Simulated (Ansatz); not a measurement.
The starting structures come from a database of crystals and need not be the phases stable at ambient conditions.

By PBEsol, the system below comes out a metal.

Without scattering a metal conducts by its projected Fermi surface.

Given:

```
CELL_PARAMETERS angstrom
      6.44536     0.00000     0.00000
      0.00000     6.64395     0.00000
      0.00000    -3.14513     5.64804
ATOMIC_POSITIONS crystal
  Sn 0.66968 0.25240 0.45532
  Sn 0.66968 0.74760 0.54468
  Sn 0.33032 0.74760 0.20292
  Sn 0.33032 0.25240 0.79708
  Sn 0.83032 0.74760 0.04468
  Sn 0.83032 0.25240 0.95532
  Sn 0.16968 0.25240 0.29708
  Sn 0.16968 0.74760 0.70292
  Pd 0.00000 0.00000 0.50000
  Pd 0.50000 0.00000 0.00000
```

Space group of this cell: Ccce. The cell is taken as given; by PBEsol its mean pressure is -1.8 GPa.

The current flows along the normal of the first two printed cell vectors. No spin-orbit coupling; the value is a mean over 0.1 eV about the Fermi level.

Question: Give the ballistic conductance per area that PBEsol run with Ansatz (a program for electronic structure) yields.

Answer: 0.44 × 10¹⁵ S/m² for both spins.
